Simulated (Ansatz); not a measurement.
## A computed series for NbN: pressure series

Base system: NbN (space group P6_3/mmc, No. 194).

```xyz
8
Lattice="2.9634 0.0000 0.0000 -1.4817 2.5664 0.0000 0.0000 0.0000 11.1551" Properties=species:S:1:pos:R:3 pbc="T T T"
Nb     1.4817     0.8555     9.7964
Nb     0.0000     1.7109     1.3587
Nb     0.0000     1.7109     4.2189
Nb     1.4817     0.8555     6.9362
N      0.0000     0.0000     0.0000
N      0.0000     0.0000     5.5776
N      1.4817     0.8555     2.7888
N      0.0000     1.7109     8.3663
```

Cell and atoms are relaxed at each pressure.

Computed with PBEsol/PAW in Ansatz (a first-principles code), no SOC.

| pressure (GPa) | volume per atom (Å³/atom) |
|---|---|
| -1 | 10.637 |
| 0 | 10.604 |
| 0.3 | 10.595 |
| 0.7 | 10.582 |
| 1.5 | ? |
| 3 | 10.508 |
| 5 | 10.447 |
| 7.5 | 10.372 |
| 10 | 10.301 |

Question: Fit the third-order Birch–Murnaghan form P(V) = (3B₀/2)[(V₀/V)^(7/3) − (V₀/V)^(5/3)]·[1 + (3/4)(B₀′ − 4)((V₀/V)^(2/3) − 1)] (squares taken in P) to the rows shown and predict the withheld row.

Answer: Least squares on the printed values gives V₀ = 10.604 Å³/atom, B₀ = 323 GPa, B₀′ = 4.3; this predicts 10.556 Å³/atom, and the run gives 10.556 Å³/atom, in agreement.

Load acts through the strain it causes; cell and atoms are relaxed under it. Whether these cells are dynamically stable was not tested. No other phases were tried under pressure. The final runs are not spin-polarised.
